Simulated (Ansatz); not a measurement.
BP, response to strain

Start from BP in the zinc blende structure (space group F-43m, No. 216; a = 4.537 Å). Axes: x, y, z lie along the cube axes.

Strains are applied to the cell and any free atomic positions relax; under biaxial strain the out-of-plane vector relaxes too.

Calculations: r2SCAN (Ansatz, a program for electronic structure, PAW, no spin-orbit coupling).

Candidates:
(a) biaxial strain +2.50 %, plane normal [111], relaxed out of plane
(b) biaxial strain +1.67 %, plane normal [111], relaxed out of plane
(c) biaxial strain +2.08 %, plane normal [111], relaxed out of plane
(d) biaxial strain +0.42 %, plane normal [111], relaxed out of plane

### Question
Order them by out-of-plane strain, lowest first.

### Answer
(a) biaxial strain +2.50 %, plane normal [111], relaxed out of plane (-0.41 %), (c) biaxial strain +2.08 %, plane normal [111], relaxed out of plane (-0.35 %), (b) biaxial strain +1.67 %, plane normal [111], relaxed out of plane (-0.28 %), (d) biaxial strain +0.42 %, plane normal [111], relaxed out of plane (-0.07 %)

No phonon test of stability was made.
